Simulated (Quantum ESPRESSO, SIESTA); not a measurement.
A SIESTA input for a self-consistent single point of CrB (Cmcm, 4 atoms in the cell) (DFT, LDA PW92, numerical atomic orbitals DZP, PseudoDojo LDA standard norm-conserving potentials (rewritten from UPF to PSML)):

```
# files in the folder: Cr.psml B.psml (PseudoDojo LDA standard)
SystemName  CrB
SystemLabel siesta

NumberOfAtoms                4
NumberOfSpecies              2
%block ChemicalSpeciesLabel
  1 24 Cr
  2 5 B
%endblock ChemicalSpeciesLabel
LatticeConstant              4.160619 Ang
%block LatticeVectors
     0.348913227   -0.937155024    0.000000000
     0.348913227    0.937155024    0.000000000
     0.000000000    0.000000000    0.697480351
%endblock LatticeVectors
AtomicCoordinatesFormat      Ang
%block AtomicCoordinatesAndAtomicSpecies
     1.451695000   -2.765429600    2.176462500  1
     1.451695000    2.765429600    0.725487500  1
     1.451695000   -0.506420953    2.176462500  2
     1.451695000    0.506420953    0.725487500  2
%endblock AtomicCoordinatesAndAtomicSpecies

XC.functional                LDA
XC.authors                   PW92
PAO.BasisSize                DZP
PAO.EnergyShift              0.005 Ry
MeshCutoff                   400 Ry
%block kgrid.MonkhorstPack
    8   0   0  0.0
    0   8   0  0.0
    0   0   8  0.0
%endblock kgrid.MonkhorstPack
OccupationFunction           FD
ElectronicTemperature        100.0 meV

MaxSCFIterations             150
SCF.Mixer.Method             Pulay
SCF.Mixer.Weight             0.25
SCF.Mixer.History            6
SCF.DM.Tolerance             1.0E-04
Diag.ParallelOverK           true
WriteForces                  true
```

Task: Write the same calculation as an input for Quantum ESPRESSO.

Result: One input that does it (others would too):

```fortran
&CONTROL
  calculation = 'scf'
  prefix = 'crb'
  outdir = './out'
  pseudo_dir = './'
  verbosity = 'high'
  tprnfor = .true.
  tstress = .true.
/
&SYSTEM
  ibrav = 0
  nat = 4
  ntyp = 2
  ecutwfc = 50
  ecutrho = 400
  occupations = 'smearing'
  smearing = 'fd'
  degauss = 0.0073499
/
&ELECTRONS
  conv_thr = 1.0e-11
/
ATOMIC_SPECIES
Cr    51.9961  cr_lda_v1.5.uspp.F.UPF
B     10.8100  b_lda_v1.4.uspp.F.UPF
CELL_PARAMETERS {angstrom}
   1.45169500    -3.89914500     0.00000000
   1.45169500     3.89914500     0.00000000
   0.00000000     0.00000000     2.90195000
ATOMIC_POSITIONS {crystal}
Cr    0.85462000    0.14538000    0.75000000
Cr    0.14538000    0.85462000    0.25000000
B     0.56494000    0.43506000    0.75000000
B     0.43506000    0.56494000    0.25000000
K_POINTS {automatic}
8 8 8  0 0 0
```

Basis, cutoffs, solver keys and any potentials are the target program's own. This input uses DFT, LDA (PZ), plane waves, GBRV 1.5 ultrasoft (LDA) pseudopotentials. LDA parametrisations can differ slightly between programs.

The starting cell comes from a database of computed structures (which also holds hypothetical and non-ambient phases and stackings), without a prior relaxation at this level.
